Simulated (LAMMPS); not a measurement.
Simulation of Al (fcc), solid and liquid side by side in a cell of 960 atoms at 5 GPa.

Level of theory: classical MD, pair style meam, file MoCoNiVFeAlCr_2nn.meam, run in LAMMPS.

Starting crystal:

Space group Fm-3m (No. 225); a = b = c = 4.0500 Å, α = β = γ = 90.00°

```
atom  site  symmetry       x       y       z
----  ----  --------  ------  ------  ------
Al      4a      m-3m  0.0000  0.0000  0.0000
```

Problem. What does the simulation give for the limit of superheating of the perfect crystal, the melting point?

Solution. limit of superheating of the perfect crystal: 1500 K; melting point: 1200 ± 24 K.

Caution: the error of the potential's melting point is set to 2 % at least, a picked allowance for cell size and run length.
